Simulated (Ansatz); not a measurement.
## A computed series for RhPb: pressure series

Consider RhPb (space group P6/mmm, No. 191; a = 5.663 Å, c = 4.442 Å).

Cell and atoms are relaxed at each pressure.

All numbers come from Kohn–Sham DFT with the PBEsol functional, run in Ansatz (a program for electronic structure) with PAW and 420 eV plane waves, no SOC.

Notes on the quantities. enthalpy: H = E + PV relative to the base's energy.

```
variant           volume per atom       enthalpy
----------------  ---------------  -------------
base                     20.56 Å³              –
pressure 0.3 GPa                …  +0.04 eV/atom
pressure 0.7 GPa         20.45 Å³  +0.09 eV/atom
pressure 1.5 GPa         20.33 Å³  +0.19 eV/atom
pressure 3 GPa           20.12 Å³  +0.38 eV/atom
pressure 5 GPa           19.85 Å³  +0.63 eV/atom
```

Question: Some entries are withheld; estimate them.

Answer: 
- pressure 0.3 GPa, volume per atom: 20.51 Å³

Load acts through the strain it causes; cell and atoms are relaxed under it. Whether these cells are dynamically stable was not tested. No other phases were tried under pressure. The final runs are not spin-polarised.
